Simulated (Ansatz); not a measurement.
**GaP, pressure series**

Take GaP in the zinc blende structure (space group F-43m, No. 216; a = 5.452 Å) as the base.

Cell and atoms are relaxed at each pressure.

Level of theory: r2SCAN/PAW in Ansatz (a program for electronic structure), without spin-orbit coupling, earlier PAW set.

Candidates:
(a) pressure 75 GPa
(b) pressure 7 GPa
(c) pressure 30 GPa

For the base:

* **Smallest direct gap**: 2.36 eV

**Question.** Order them by smallest direct gap, lowest first.

**Answer.** (b) pressure 7 GPa (2.98 eV), (a) pressure 75 GPa (3.69 eV), (c) pressure 30 GPa (4.00 eV)

Load acts through the strain it causes; cell and atoms are relaxed under it. Whether these cells are dynamically stable was not tested. Measured, GaP leaves this structure (for a Cmcm phase) near 26 GPa (temperature not stated; as listed in Datta, Sujoy, Jana, Debnarayan, arXiv (2020)).
